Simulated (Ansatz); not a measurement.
Ansatz (a first-principles code), DFT, PBE, plane waves, its default PAW files: Al(100) slab of 8 layers, 2x2, C adatom, atoms displaced (Al32C), unrelaxed, 33 atoms. Basis and mesh were picked for this test and aren't claimed converged.

| Item | Value |
|---|---|
| cell | 5.73, 5.73, 35.77 Å; 90, 90, 90° |
| distance to the nearest atom | 2.06 to 2.85 Å |
| task | single point |
| k mesh | 4×4×1 |
| hamiltonian.xc | pbe |
| kind of files | paw |
| scf.occupations.method | fermi_dirac |
| scf.occupations.width | 0.2 eV |
| scf.initial_density.chi_scale | 0.1 |
| output.forces | true |
| binding of workers (--pin) | off |
| k-point pools (--kpoint-pools) | 1 |
| memory maximum (--max-ram) | 8GiB |
| accuracy | medium (default) |
| basis.precision | auto (default) |
| basis.xc_grid | 2 (default) |
| scf.eigensolver.kind | auto (default) |
| scf.convergence.dr2_threshold | 1e-07 (default) |
| scf.lower_state_search | light (default) |
| k-points after symmetry | 10 |
| bands at the start | 90 |
| electrons | 100 |
| plane waves at Γ | 23091 |
| cutoff (eV) | 420 |
| FFT grid | 40×40×240 |
| symmetry operations | 1 |

One run each.

All on 4 threads. Base settings, kept where nothing else is said: scf.mixing.algorithm = auto (default), scf.mixing.preconditioner = auto (default) (scf.mixing.beta not set). The settings tried:
- scf.mixing.algorithm = broyden, scf.mixing.preconditioner = none
- scf.mixing.algorithm = broyden, scf.mixing.beta = 0.3
- scf.mixing.preconditioner = kerker
- scf.mixing.preconditioner = local_kerker
- scf.mixing.algorithm = broyden, scf.mixing.beta = 0.1
- scf.mixing.preconditioner = ldos
- scf.mixing.algorithm = msr1
- scf.mixing.preconditioner = none
- the base settings
- scf.mixing.algorithm = broyden, scf.mixing.beta = 0.7
- scf.mixing.algorithm = broyden
- scf.mixing.preconditioner = kerker_dos
- scf.mixing.algorithm = anderson
- scf.mixing.algorithm = broyden, scf.mixing.preconditioner = kerker

Task: Which settings need the fewest SCF iterations (all cycles of the run, searches included), which the most, and do any fail to converge?

Result: Fewest SCF iterations (all cycles of the run, searches included), with those close behind: scf.mixing.algorithm = broyden, scf.mixing.beta = 0.7 (11); scf.mixing.algorithm = broyden (12); scf.mixing.algorithm = anderson (12). Most among those that reach the base run's result: scf.mixing.algorithm = broyden, scf.mixing.beta = 0.1 (51). All converged.

```json
[
 {"setting": "scf.mixing.algorithm = broyden, scf.mixing.beta = 0.7", "SCF iterations (all cycles of the run, searches included)": "11", "applications of H to a band": "47532", "end": "converged"},
 {"setting": "scf.mixing.algorithm = broyden", "SCF iterations (all cycles of the run, searches included)": "12", "applications of H to a band": "65182", "end": "converged"},
 {"setting": "scf.mixing.algorithm = anderson", "SCF iterations (all cycles of the run, searches included)": "12", "applications of H to a band": "65574", "end": "converged"},
 {"setting": "the base settings", "SCF iterations (all cycles of the run, searches included)": "15", "applications of H to a band": "74765", "end": "converged"},
 {"setting": "scf.mixing.algorithm = msr1", "SCF iterations (all cycles of the run, searches included)": "15", "applications of H to a band": "74765", "end": "converged"},
 {"setting": "scf.mixing.preconditioner = ldos", "SCF iterations (all cycles of the run, searches included)": "15", "applications of H to a band": "74765", "end": "converged"},
 {"setting": "scf.mixing.algorithm = broyden, scf.mixing.beta = 0.3", "SCF iterations (all cycles of the run, searches included)": "15", "applications of H to a band": "34342", "end": "converged"},
 {"setting": "scf.mixing.preconditioner = local_kerker", "SCF iterations (all cycles of the run, searches included)": "24", "applications of H to a band": "83442", "end": "converged"},
 {"setting": "scf.mixing.algorithm = broyden, scf.mixing.preconditioner = none", "SCF iterations (all cycles of the run, searches included)": "24", "applications of H to a band": "132738", "end": "converged"},
 {"setting": "scf.mixing.preconditioner = none", "SCF iterations (all cycles of the run, searches included)": "31", "applications of H to a band": "129711", "end": "converged"},
 {"setting": "scf.mixing.preconditioner = kerker_dos", "SCF iterations (all cycles of the run, searches included)": "37", "applications of H to a band": "55741", "end": "converged"},
 {"setting": "scf.mixing.preconditioner = kerker", "SCF iterations (all cycles of the run, searches included)": "42", "applications of H to a band": "61470", "end": "converged"},
 {"setting": "scf.mixing.algorithm = broyden, scf.mixing.preconditioner = kerker", "SCF iterations (all cycles of the run, searches included)": "43", "applications of H to a band": "59841", "end": "converged"},
 {"setting": "scf.mixing.algorithm = broyden, scf.mixing.beta = 0.1", "SCF iterations (all cycles of the run, searches included)": "51", "applications of H to a band": "121365", "end": "converged"}
]
```

9 planned settings were not run, for want of time.

Keys are those of Ansatz 0.2.
